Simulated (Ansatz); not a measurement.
The starting structures come from a database of crystals and need not be the phases stable at ambient conditions.

Consider the following.

```
CELL_PARAMETERS angstrom
      5.95609     0.00000     0.00000
      0.00000     8.95460     0.00000
      2.97804     0.00000     2.97804
ATOMIC_POSITIONS crystal
  Pb 0.00000 0.83564 0.50000
  Pb 0.50000 0.16436 0.50000
  I  0.50000 0.66062 0.50000
  I  0.00000 0.33938 0.50000
  F  0.00000 0.00000 0.00000
  F  0.50000 0.00000 0.00000
```

Space group of this cell: P4/nmm. The cell was relaxed by PBE-D3(BJ).

Transport runs along the normal of the first two printed cell vectors, the (110) plane of the conventional cell.

No gap correction and no spin-orbit coupling; mid-gap values are interpolated between computed energies.

Problem. Give the band gap and the smallest decay constant κ at mid-gap that r2SCAN run with Ansatz (a first-principles code) yields.

Solution. Gap 2.21 eV on a 10×4×10 mesh; κ = 0.248 1/Å, at (0.000, 0.500) of the in-plane reciprocal vectors. At the zone centre, at the nearest computed energy, the slowest state has κ = 0.27 1/Å.
